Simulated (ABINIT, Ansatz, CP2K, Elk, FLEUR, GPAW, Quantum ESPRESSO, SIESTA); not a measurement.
## InSb (F-43m, 2 atoms in the cell) computed with different codes at matched settings

Self-consistent single point, at a second geometry (lattice scaled by 0.98). First geometry:

```yaml
crystal:
  lattice:
    - [0.00000, 3.31661, 3.31661]
    - [3.31661, 0.00000, 3.31661]
    - [3.31661, 3.31661, 0.00000]
  atoms:
    - { symbol: In, position: [0.00000, 0.00000, 0.00000] }
    - { symbol: Sb, position: [0.25000, 0.25000, 0.25000] }
```

Shared settings, as Ansatz (a first-principles code) writes them: kpoints.mp_grid.grid = 6 6 6; scf.occupations.method = fermi_dirac; scf.occupations.width = 0.1 eV. Potentials and cutoffs stand in the table.

```
code                                                                                                                                      model  ΔF from the first geometry (meV/atom)  pressure (GPa)         cutoff
----------------  -----------------------------------------------------------------------------------------------------------------------------  -------------------------------------  --------------  -------------
Ansatz                                                                                                          PBEsol, PAW files made with PBE                                  -10.5            0.45        default
CP2K                                                                 PBEsol, GPW, DZVP-MOLOPT-SR-GTH basis, GTH-PBE potentials (GTH_POTENTIALS)                                    3.9            1.66    grid 500 Ry
Elk                                                             PBEsol, all-electron FP-LAPW, Elk's shipped species files, default APW+lo basis                                  -11.6               –       rgkmax 7
FLEUR                                                                           PBEsol, all-electron FLAPW (FLEUR), scalar-relativistic valence                                  -10.0               –  Kmax 4 1/bohr
ABINIT                                                                                       PBEsol, PAW (JTH v2.0 PBE PAW, files made for PBE)                                  -10.3            0.07          40 Ry
Quantum ESPRESSO                                                                                   PBEsol, PSlibrary PAW (PBE) pseudopotentials                                  -10.0           -0.16          50 Ry
GPAW                                                                                      PBEsol, GPAW PAW datasets PBEsol (made by gpaw-setup)                                  -14.5           -0.06         550 eV
SIESTA            GGA PBEsol, numerical atomic orbitals DZP, PseudoDojo PBEsol standard norm-conserving potentials (rewritten from UPF to PSML)                                   -6.9            0.63    grid 300 Ry
```

For Quantum ESPRESSO (by 0.6 GPa) the energy change implies a higher mean pressure, against the two pressures, than for the other programs: a sign of finite-basis (Pulay) stress.

A dash marks a value that a program does not give, or that is left out as unsure.

No clean gap comes from Ansatz, CP2K, Elk, ABINIT, Quantum ESPRESSO, GPAW and SIESTA: levels at the Fermi energy touch, overlap or are partly filled at this smearing.

On Ansatz's run: spin-orbit coupling is off.

The spread over the programs that give each value: ΔF from the first geometry within 18.4 meV/atom; pressure within 1.82 GPa.

CP2K and SIESTA use small atom-centred bases, whose incompleteness enters pressures, forces and empty levels differently from a plane-wave cutoff. Elk and FLEUR treat all electrons, but the usual bases taken here (sphere radii, linearisation, local orbitals, empty states) were not tested for convergence, so the values are no reference for the others. Ansatz's pressure is given at a fixed set of plane waves, as the other plane-wave codes print theirs. In the pressure, CP2K (by 1.66) lies more than 1 GPa from the median of the plane-wave programs.

The starting cell comes from a database of computed structures (which also holds hypothetical and non-ambient phases and stackings), without a prior relaxation at this level. For this run, on top of that: lattice scaled by 0.98.

Keys are those of Ansatz 0.2.
